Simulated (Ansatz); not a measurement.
# Converging the plane-wave cutoff: BaAs₃ (Cm, 8 atoms in the cell)

```xyz
8
Lattice="5.1075 -3.9130 0.0000 5.1075 3.9130 0.0000 -2.4169 0.0000 5.6058" Properties=species:S:1:pos:R:3 pbc="T T T"
Ba     8.1493     0.0000     0.9566
Ba    -0.3511     0.0000     4.6991
As     5.7608     2.0653     1.7883
As     2.0374    -2.0653     3.8174
As     2.0374     2.0653     3.8174
As     5.7608    -2.0653     1.7883
As     4.4457     0.0000     1.6804
As     3.3524     0.0000     3.9254
```

Method of the run: LDA (PW92), default PAW files made with PBE (plane waves; Ansatz, a first-principles code).

Base settings: basis.ecutwfc = 420 eV; kpoints.mp_grid.grid = 2 2 2; hamiltonian.xc = lda; hamiltonian.pseudopotentials = {kind: paw} (the program's default PAW files); scf.occupations.method = gaussian; scf.occupations.width = 0.1 eV.

The second cell is the first with its lattice scaled by 0.98.

The mesh stays at the base's, so the ladder's end is converged at best in this setting alone.

The first pressure column holds Ansatz's estimate of the finite-basis (Pulay) stress, which hides part of the cutoff error; the other is without it.

Only quantities that move along the ladder and can be compared are tabulated.

The count of work is k-points × plane waves × bands × iterations; it is no time. 

The starting cell comes from a database of computed structures (which also holds hypothetical and non-ambient phases and stackings), without a prior relaxation at this level. Its lattice was rescaled by up to half a per cent. One atom was moved a little off its site on purpose. The run gives no clean gap (levels at the Fermi energy touch, overlap or are partly filled at this smearing), which alone does not show that the compound is a metal. Without a gap this mesh is coarse (it stands for a supercell whose shortest vector is 12 Å).

```tsv
basis.ecutwfc	free energy less the last step's (meV/atom)	energy of the compressed cell less the first (meV/atom)	pressure (GPa)	pressure without the Pulay estimate (GPa)	largest difference of a force vector from the last step's (eV/Å)	count of work / last
145 eV	20205.37	7.56	-5.47	-354.66	1.189	0.070
170 eV	9349.40	-57.49	-2.03	-189.92	0.598	0.089
190 eV	4914.41	82.74	-4.03	-119.42	0.312	0.10
210 eV	2491.44	57.72	-2.38	-74.29	0.087	0.11
230 eV	1199.31	-21.49	-2.46	-44.19	0.130	0.12
250 eV	520.22	-10.09	-2.74	-24.24	0.078	0.14
295 eV	65.65	-15.77	-2.93	-6.48	0.019	0.16
335 eV	9.88	-15.18	-2.90	-3.48	0.002	0.19
380 eV	1.83	-15.01	-2.90	-2.97	0.001	0.23
420 eV	0.93	-15.09	-2.91	-2.93	0.000	0.27
460 eV	0.57	-15.09	-2.91	-2.92	0.000	0.31
505 eV	0.32	-15.09	-2.91	-2.92	0.000	0.36
565 eV	0.13	-15.10	-2.91	-2.91	0.000	0.42
630 eV	0.05	-15.10	-2.91	-2.91	0.000	0.49
735 eV	0.02	-15.10	-2.91	-2.91	0.000	0.62
840 eV	0.01	-15.10	-2.91	-2.91	0.000	0.76
1010 eV	0.00	-15.10	-2.91	-2.91	0.000	1.0
```

Coarsest basis.ecutwfc that holds the free energy within 2 meV/atom of the last step, with all finer ones: 380 eV, at 0.23 of the last step's count of work; the step before is off by 9.9 meV/atom.

Coarsest basis.ecutwfc that holds the pressure within 1 GPa of the last step, with all finer ones: 210 eV, at 0.11 of the last step's count of work; the step before is off by 1.1 GPa.

Coarsest basis.ecutwfc that holds the forces within 0.01 eV/Å of the last step, with all finer ones: 335 eV, at 0.19 of the last step's count of work; the step before is off by 0.019 eV/Å.

The energy difference between the two cells stays within 1 meV/atom of the last step's from 295 eV on, the total only from 420 eV on: much of the error is common to both cells and cancels.

At the lowest cutoff the pressure without the Pulay estimate lies 352 GPa under the last step's, the usual sign of Pulay stress in an incomplete plane-wave basis.

Keys are those of Ansatz 0.2.
